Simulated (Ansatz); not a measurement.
ZrMo (model structure, Fm-3m, No. 225, 2 atoms in the cell), treated with PBE in Ansatz (plane waves, PAW).

Numerical settings: plane-wave cutoff 520 eV, 18×18×18 k mesh, Fermi–Dirac smearing 0.05 eV, no spin polarisation, scalar-relativistic PAW data made under PBE.

Cell (relaxed at this level):

MoZr is modelled in the cubic space group Fm-3m (No. 225), the rock salt structure, Pearson symbol cF8. Lattice parameters: a = b = c = 5.496 Å, α = β = γ = 90.00°. Mo on 4a is surrounded by 6 Zr at 2.748 Å (octahedral). Zr on 4b has 6 Mo at 2.748 Å (octahedral). (Neighbours: up to the widest gap in distance over summed covalent radii, below 1.35, at either atom.)
(The calculation used a cell of 2 atoms; values per cell refer to that cell.)

### Question
What does this level give for the bulk modulus B0?

### Answer

- bulk modulus B0 = 114 GPa

Note: the run has no spin polarisation, so it can have missed a magnetic state; the bulk modulus is −V dP/dV from two relaxed cells at ±2 % in volume; the relaxation could raise the start's symmetry but not lower it, so the cell can be a saddle point.

The computed numbers hold no vibrational or temperature effects.

A model structure was made by putting elements into a prototype or built by hand; it is no filed structure, need not be a known phase, and can be a saddle point held by its symmetry.

Ansatz is a quantum-chemistry and plane-wave program.
